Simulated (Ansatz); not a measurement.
SiO2: response to strain

Consider SiO$_{2}$ (space group P3_221, No. 154; a = 4.866 Å, c = 5.365 Å). Axes: x lies along a and z along c of the hexagonal cell.

Strains are applied to the cell and any free atomic positions relax; under biaxial strain the out-of-plane vector relaxes too.

Computed with DFT with LDA, PAW potentials and a 420 eV plane-wave cutoff in Ansatz (a quantum-chemistry and plane-wave program), no SOC.

```csv
"biaxial strain, plane normal [001], relaxed out of plane (%)",band gap (eV)
-2.25,5.97
-1.5,5.92
-0.75,?
0,5.83
```

Question: Fit E_g = E₀ + Dε (ε in %) to the rows shown and predict the withheld row.

Answer: Least squares on the printed values gives E₀ = 5.83 eV, D = -61.9 meV per % of strain (largest residual 0.00 eV); this predicts 5.88 eV, and the run gives 5.87 eV, in agreement.

Gaps are read on the SCF mesh and a high-symmetry path. Whether these cells are dynamically stable was not tested.
